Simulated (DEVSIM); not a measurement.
Structure: Pt/La2O3/n-Ge capacitor, at 450 K.

```tsv
layer (left to right)	material	thickness (nm)	Nd (cm⁻³)
1	La2O3	4.20	-
2	Ge	1600	1.4e17
```

Metal gate on the left, work function 5.6 eV. Fixed charge at the semiconductor interface -4.8e10 cm⁻² (in units of +e); no interface traps.

The device is made up for the run: typed textbook-type constants, with dimensions and the other settings drawn at random. Values at 300 K; Nc and Nv go as T^1.5, mobilities as T to minus their exponent, the gap by Varshni's rule with the affinity fixed.

| parameter | La2O3 | Ge |
|---|---|---|
| gap (eV) | 5.8 | 0.664 |
| affinity (eV) | 1.8 | 4 |
| permittivity | 27 | 16 |
| Nc (cm⁻³) | - | 1.04e19 |
| Nv (cm⁻³) | - | 6e18 |
| Varshni α (eV/K) | - | 0.000477 |
| Varshni β (K) | - | 235 |

Simulated with DEVSIM: 1D Poisson equation in equilibrium, Boltzmann statistics, complete ionisation; no quantum confinement or tunnelling. Metal contacts follow the ideal Schottky-Mott rule: no Fermi-level pinning, no interface dipoles.

Q: Tabulate band edges, carrier densities and field at 1.2 V on the gate.

A: Energies count from the Fermi level of the right contact; mesh points crowd at the junctions.

| x (μm) | Ec (eV) | Ev (eV) | n (cm⁻³) | p (cm⁻³) | field (V/cm) |
|---|---|---|---|---|---|
| 0.000 | 2.600 | -3.200 | < 1e2 | < 1e2 | -40000 |
| 0.0009229 | 2.596 | -3.204 | < 1e2 | < 1e2 | -40000 |
| 0.002170 | 2.591 | -3.209 | < 1e2 | < 1e2 | -40000 |
| 0.003374 | 2.587 | -3.213 | < 1e2 | < 1e2 | -40000 |
| 0.004561 | 0.381 | -0.222 | 1.0e15 | 3.6e16 | -72000 |
| 0.006139 | 0.370 | -0.234 | 1.4e15 | 2.7e16 | -68000 |
| 0.009140 | 0.350 | -0.253 | 2.3e15 | 1.6e16 | -63000 |
| 0.01826 | 0.299 | -0.304 | 8.5e15 | 4.4e15 | -48000 |
| 0.03299 | 0.244 | -0.359 | 3.5e16 | 1.0e15 | -28000 |
| 0.06402 | 0.199 | -0.404 | 1.1e17 | 3.3e14 | -5500 |
| 0.1231 | 0.191 | -0.412 | 1.4e17 | 2.6e14 | -140 |
| 0.3024 | 0.191 | -0.413 | 1.4e17 | 2.6e14 | ≈ 0 |
| 0.6124 | 0.191 | -0.413 | 1.4e17 | 2.6e14 | ≈ 0 |
| 1.053 | 0.191 | -0.413 | 1.4e17 | 2.6e14 | ≈ 0 |
| 1.384 | 0.191 | -0.413 | 1.4e17 | 2.6e14 | ≈ 0 |
| 1.493 | 0.191 | -0.413 | 1.4e17 | 2.6e14 | ≈ 0 |
| 1.550 | 0.191 | -0.413 | 1.4e17 | 2.6e14 | ≈ 0 |
| 1.577 | 0.191 | -0.413 | 1.4e17 | 2.6e14 | ≈ 0 |
| 1.594 | 0.191 | -0.413 | 1.4e17 | 2.6e14 | ≈ 0 |
| 1.600 | 0.191 | -0.413 | 1.4e17 | 2.6e14 | ≈ 0 |
| 1.603 | 0.191 | -0.413 | 1.4e17 | 2.6e14 | ≈ 0 |
| 1.604 | 0.191 | -0.413 | 1.4e17 | 2.6e14 | ≈ 0 |
